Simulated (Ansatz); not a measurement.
## zinc-blende InP (0 0 1) on cubic CsPbBr3 (0 0 1) (film strained to the substrate, started from cuts of the bulks and a machine-learned relaxation; slabs Cs2Pb3Br8 and In8P8, which can lie off the formulas)

A periodic stack without vacuum, zinc-blende InP (0 0 1) on cubic CsPbBr3 (0 0 1) (film strained to the substrate, started from cuts of the bulks and a machine-learned relaxation; slabs Cs2Pb3Br8 and In8P8, which can lie off the formulas): substrate slab Cs2Pb3Br8, film In8P8, surface cells [[0, 1], [-1, 0]] and [[0, -1], [2, 1]], film strained by +0.7 and +0.7 %, outermost planes BrPb/BrPb and P/In as cut, which need not be the usual terminations and can put a slab off its formula.

The start was prepared with a machine-learned potential, and the result is one local minimum, with the in-plane cell held and forces under 0.04 eV/Å; the film can end far from its bulk form.

The numbers are results of PBE (plane waves to 420 eV, PAW; Ansatz, a first-principles code), not measurements. Scalar-relativistic, without spin–orbit coupling; the runs are not spin-polarised. Its k-point mesh 4×4×1, Fermi–Dirac width 0.05 eV.

interface area: 36.0 Å²
period: 29.49 Å
heights between the nearest atoms of the two slabs at the two interfaces: 2.71 and 2.61 Å
Br–In contacts across the interfaces within 1.22 times the sum of covalent radii: 2, mean 2.82 Å
P–Pb contacts across the interfaces within 1.22 times the sum of covalent radii: 1, mean 2.87 Å
two interfaces: unlike, so that offsets are their mean

```yaml
crystal:
  lattice:
    - [5.99739, -0.00623, 0.18133]
    - [-0.00694, 5.98342, 0.45239]
    - [-1.66964, 0.58031, 29.58084]
  atoms:
    - { symbol: Cs, position: [0.94649, 0.94919, 0.17700] }
    - { symbol: Pb, position: [0.39927, 0.55061, 0.04003] }
    - { symbol: Br, position: [0.89803, 0.49530, 0.02729] }
    - { symbol: Br, position: [0.45675, 0.05621, 0.02584] }
    - { symbol: Br, position: [0.40553, 0.51441, 0.13273] }
    - { symbol: Cs, position: [0.86783, 0.84573, 0.40806] }
    - { symbol: Pb, position: [0.45277, 0.41049, 0.26752] }
    - { symbol: Br, position: [0.94796, 0.41899, 0.24467] }
    - { symbol: Br, position: [0.45445, 0.92347, 0.24506] }
    - { symbol: Br, position: [0.47148, 0.36411, 0.36034] }
    - { symbol: Pb, position: [0.40195, 0.31111, 0.50425] }
    - { symbol: Br, position: [0.88070, 0.31406, 0.47699] }
    - { symbol: Br, position: [0.38117, 0.80270, 0.47553] }
    - { symbol: In, position: [0.38250, 0.15355, 0.73764] }
    - { symbol: In, position: [0.89274, 0.65878, 0.74591] }
    - { symbol: In, position: [0.87615, 0.19906, 0.64094] }
    - { symbol: In, position: [0.37014, 0.70506, 0.64111] }
    - { symbol: In, position: [0.32971, 0.98626, 0.93610] }
    - { symbol: In, position: [0.99433, 0.64981, 0.93717] }
    - { symbol: In, position: [0.89017, 0.11569, 0.84200] }
    - { symbol: In, position: [0.40745, 0.59838, 0.84238] }
    - { symbol: P, position: [0.11582, 0.44129, 0.69346] }
    - { symbol: P, position: [0.64427, 0.91363, 0.69347] }
    - { symbol: P, position: [0.49788, 0.35257, 0.59851] }
    - { symbol: P, position: [0.23107, 0.08632, 0.59618] }
    - { symbol: P, position: [0.15162, 0.33613, 0.89432] }
    - { symbol: P, position: [0.65701, 0.83287, 0.89438] }
    - { symbol: P, position: [0.63724, 0.37673, 0.79128] }
    - { symbol: P, position: [0.15157, 0.88724, 0.79554] }
```
